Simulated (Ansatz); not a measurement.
# Pyrite PtAs₂

Level of theory: PBE (PAW; Ansatz, an electronic-structure program).

Settings: plane-wave cutoff 520 eV, 6×6×6 k mesh, scalar-relativistic PAW data made under PBE.

Cell: relaxed at this level.

| Item | Value |
|---|---|
| elastic constant C11 | 291 GPa |
| elastic constant C12 | 58.8 GPa |
| elastic constant C44 | 67.7 GPa |
| Voigt–Reuss–Hill bulk modulus | 136 GPa |
| Voigt–Reuss–Hill shear modulus (Hill average) | 84.2 GPa |
| Young modulus | 209 GPa |
| Poisson ratio | 0.244 |

Elastic constants are with the ions relaxed.

Spin–orbit coupling is not included.

Computed values are for the static lattice.

Computing time: roughly 60 core-minutes.
